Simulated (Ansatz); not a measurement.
Results of G0W0@PBEsol in Ansatz (plane waves, hard PAW, contour deformation) for MgSnO₃ (model structure, started from the cubic perovskite type, Pm-3m, No. 221, 5 atoms in the cell).

The same calculation (at the PBEsol cell, 12.665 Å³/atom) with different numerical settings; throughout: k mesh 2×2×2:

| run | response cutoff (eV) | empty bands | quasiparticle gap on the mesh (eV) | quasiparticle gap at Γ (eV) | rough time |
|---|---|---|---|---|---|
| 1 | 100 | 264 | 1.777 | 3.014 | 30 core-s |
| 2 | 150 | 485 | 1.943 | 3.153 | 70 core-s |
| 3 | 200 | 747 | 2.050 | 3.241 | 3 core-min |
| 4 | 250 | 1044 | 2.113 | 3.289 | 8 core-min |
| 5 | 300 | 1373 | 2.153 | 3.321 | 10 core-min |
| 6 | 400 | 2113 | 2.196 | 3.354 | 20 core-min |
| 7 | 500 | 2954 | [?] | [?] | 50 core-min |

### Question
Some entries are withheld; supply them.

### Answer

- 7, quasiparticle gap on the mesh (eV): 2.220
- 7, quasiparticle gap at Γ (eV): 3.373

In the column quasiparticle gap on the mesh (eV) the first row differs from the last by -0.443 and the next to last by -0.024.

The last row is no converged limit: other settings stay fixed.

Spin–orbit coupling is not included.

Note: filled d or f shells below the valence bands can shift G0W0 gaps through exchange with them, which wasn't tested here.

A model structure was made by putting elements into a prototype or built by hand; it is no filed structure, need not be a known phase, and can be a saddle point held by its symmetry.

Ansatz is a quantum-chemistry and plane-wave program.
